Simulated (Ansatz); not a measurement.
Take LaNbO4 (space group I4_1/a, No. 88) as the base.

```
CELL_PARAMETERS angstrom
     -2.68497     2.68497     5.74922
      2.68497    -2.68497     5.74922
      2.68497     2.68497    -5.74922
ATOMIC_POSITIONS crystal
  La 0.00000 0.00000 0.00000
  La 0.75000 0.25000 0.50000
  Nb 0.50000 0.50000 0.00000
  Nb 0.25000 0.75000 0.50000
  O  0.65604 0.57701 0.40723
  O  0.32701 0.41978 0.42097
  O  0.16978 0.24881 0.59277
  O  0.99881 0.90604 0.57903
  O  0.09396 0.67299 0.09277
  O  0.42299 0.83022 0.07903
  O  0.58022 0.00119 0.90723
  O  0.75119 0.34396 0.92097
```

Cartesian axes are those of the cell as printed.

Computed with PBEsol (Ansatz, an electronic-structure program; PAW; 420 eV plane waves; no spin-orbit coupling).

Perturbation: biaxial strain −1.03 %, plane normal [001], relaxed out of plane (Cartesian); in-plane vectors clamped, the third vector and the atoms free.

Problem. Estimate the effect on the out-of-plane strain, in-plane stress and energy relative to the base.

Solution. The out-of-plane strain is +0.93 %; the mean in-plane stress (compression positive) amounts to +2.7 GPa; the energy grows by 2.4 meV/atom.

Stability against distortions was not tested.
